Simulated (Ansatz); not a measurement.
## Sensitivity of a calculation on ZnS (F-43m, 2 atoms in the cell) to its settings

```
ZnS
1.0
    0.00000     2.67995     2.67995
    2.67995     0.00000     2.67995
    2.67995     2.67995     0.00000
Zn S
1 1
Cartesian
  0.00000   0.00000   0.00000
  1.33997   1.33997   1.33997
```

Base run A: Ansatz (an electronic-structure program) with HSE06, default PAW files made with PBE, self-consistent single point.

Its settings: basis.ecutwfc = 30.9 Ry; kpoints.mp_grid.grid = 6 6 6; hamiltonian.xc = hse06; hamiltonian.pseudopotentials = {kind: paw} (the program's default PAW files); scf.occupations.method = fixed.

The starting cell comes from a database of computed structures (which also holds hypothetical and non-ambient phases and stackings), without a prior relaxation at this level. Its lattice was rescaled by a random factor within 2.5 % of one. Ansatz's pressure includes its estimate of the finite-basis (Pulay) stress.

ΔF is the free energy per atom less that of run A. A dash stands where there is no value to compare (another energy zero or no entropy term, no result, no spin, no clean gap, or a mesh too coarse for one). Total energies depend on the potentials, the functional and any Hubbard or dispersion term, so they are compared only between runs that share all of them.

```csv
run,change,ΔF (meV/atom),pressure (GPa),gap on the mesh (eV)
A,base,0.00,2.97,3.453
B,hamiltonian.xc: hse06 → pbe [PBE],–,3.60,2.216
C,hamiltonian.xc: hse06 → pbe0 [PBE0],–,2.73,4.122
D,scf.convergence.dr2_threshold: default (1e-07 eV) → 0.0001 eV,0.00,2.97,3.453
E,scf.mixing.algorithm: default (the program chose MSR1) → broyden; scf.mixing.beta: default → 0.05,0.00,2.97,3.453
```

Run C against A: The pressure goes from 2.97 to 2.73 GPa and the gap on the mesh goes from 3.453 to 4.122 eV.

Run B against A: The pressure goes from 2.97 to 3.60 GPa and the gap on the mesh goes from 3.453 to 2.216 eV.

Run D against A: The free energy stays essentially unchanged (within 1 meV/atom), the pressure stays at 2.97 GPa and the gap on the mesh stays at 3.453 eV.

Keys are those of Ansatz 0.2.
